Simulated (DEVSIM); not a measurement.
System: Ru/SiO2/n-GaAs capacitor, at 300 K.

| layer (left to right) | material | thickness (nm) | Nd (cm⁻³) |
|---|---|---|---|
| 1 | SiO2 | 26.0 | - |
| 2 | GaAs | 4400 | 2.1e16 |

Metal gate on the left, work function 4.7 eV. Fixed charge at the semiconductor interface 0 cm⁻² (in units of +e); no interface traps.

Constants are typed, rounded textbook-type inputs, not results; the design itself was drawn at random and stands for no fabricated device. Values at 300 K.

| parameter | SiO2 | GaAs |
|---|---|---|
| gap (eV) | 9 | 1.424 |
| affinity (eV) | 0.9 | 4.07 |
| permittivity | 3.9 | 12.9 |
| Nc (cm⁻³) | - | 4.7e17 |
| Nv (cm⁻³) | - | 9e18 |

Model (solved in DEVSIM): 1D Poisson equation in equilibrium, Boltzmann statistics, complete ionisation; no quantum confinement or tunnelling. Metal contacts follow the ideal Schottky-Mott rule: no Fermi-level pinning, no interface dipoles.

Question: Tabulate band edges, carrier densities and field at -0.6 V on the gate.

Answer: Energies count from the Fermi level of the right contact; mesh points crowd at the junctions.

| x (μm) | Ec (eV) | Ev (eV) | n (cm⁻³) | p (cm⁻³) | field (V/cm) |
|---|---|---|---|---|---|
| 0.000 | 4.400 | -4.600 | < 1e2 | < 1e2 | -200000 |
| 0.001570 | 4.369 | -4.631 | < 1e2 | < 1e2 | -200000 |
| 0.005267 | 4.296 | -4.704 | < 1e2 | < 1e2 | -200000 |
| 0.01300 | 4.143 | -4.857 | < 1e2 | < 1e2 | -200000 |
| 0.02242 | 3.956 | -5.044 | < 1e2 | < 1e2 | -200000 |
| 0.02510 | 3.903 | -5.097 | < 1e2 | < 1e2 | -200000 |
| 0.02636 | 0.713 | -0.711 | 500000 | 1.0e7 | -60000 |
| 0.02982 | 0.692 | -0.732 | 1100000 | 4600000 | -59000 |
| 0.03728 | 0.649 | -0.775 | 5800000 | 870000 | -57000 |
| 0.05486 | 0.554 | -0.870 | 2.3e8 | 22000 | -51000 |
| 0.09728 | 0.363 | -1.061 | 3.8e11 | < 1e2 | -39000 |
| 0.2620 | 0.086 | -1.338 | 1.7e16 | < 1e2 | -1800 |
| 0.5971 | 0.080 | -1.344 | 2.1e16 | < 1e2 | ≈ 0 |
| 1.454 | 0.080 | -1.344 | 2.1e16 | < 1e2 | ≈ 0 |
| 3.383 | 0.080 | -1.344 | 2.1e16 | < 1e2 | ≈ 0 |
| 3.994 | 0.080 | -1.344 | 2.1e16 | < 1e2 | ≈ 0 |
| 4.248 | 0.080 | -1.344 | 2.1e16 | < 1e2 | ≈ 0 |
| 4.353 | 0.080 | -1.344 | 2.1e16 | < 1e2 | ≈ 0 |
| 4.404 | 0.080 | -1.344 | 2.1e16 | < 1e2 | ≈ 0 |
| 4.418 | 0.080 | -1.344 | 2.1e16 | < 1e2 | ≈ 0 |
| 4.423 | 0.080 | -1.344 | 2.1e16 | < 1e2 | ≈ 0 |
| 4.426 | 0.080 | -1.344 | 2.1e16 | < 1e2 | ≈ 0 |
